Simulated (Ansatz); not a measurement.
## GaCuSe2: uniaxial strain ε_zz = +3.00 %

Consider GaCuSe$_{2}$ in the chalcopyrite structure (space group I-42d, No. 122; a = 5.672 Å, c = 11.263 Å). Axes: x, y, z lie along a, b, c of the conventional cell.

One thing is altered: uniaxial strain ε_zz = +3.00 %, all other strain components held at zero; the atoms relax in the strained cell.

All numbers come from PBE, PAW, 420 eV (Ansatz, an electronic-structure program; scalar-relativistic without spin-orbit coupling). k-mesh 8×8×8 (Γ-centred); smearing 0.05 eV (Fermi–Dirac).

The volume per atom goes up by 0.68 Å³ to 23.32 Å³ and the space group remains I-42d (No. 122). The energy increases by 5.2 meV/atom and the pressure (mean of the normal stresses, compression positive) goes from zero to -1.7 GPa. The band gap is still zero and the stress (xx, yy, zz, yz, xz, xy; compression positive) is (-1.3, -1.3, -2.4, 0.0, 0.0, 0.0) GPa (rough).

Final structure:

```xyz
8
Lattice="-2.8359 2.8359 5.8003 2.8359 -2.8359 5.8003 2.8359 2.8359 -5.8003" Properties=species:S:1:pos:R:3 pbc="T T T"
Ga     0.0000     0.0000     5.8003
Ga     2.8359     0.0000     2.9001
Cu     0.0000     0.0000     0.0000
Cu     0.0000     2.8359     2.9001
Se     1.4539     1.4179     7.2503
Se     4.2538     1.3820    -1.4501
Se     1.3820     1.4179     1.4501
Se    -1.4179     1.4539     4.3502
```

Without a gap, meshes like the base's 8×8×8 leave anisotropic stresses uncertain by several tenths of a GPa, and small strain energies with them. Stability against distortions was not tested. The final runs are not spin-polarised. Gaps under 0.05 eV, about the width of the smearing, are given as zero. The zero or small gap of GaCuSe2 can change with the level of theory.
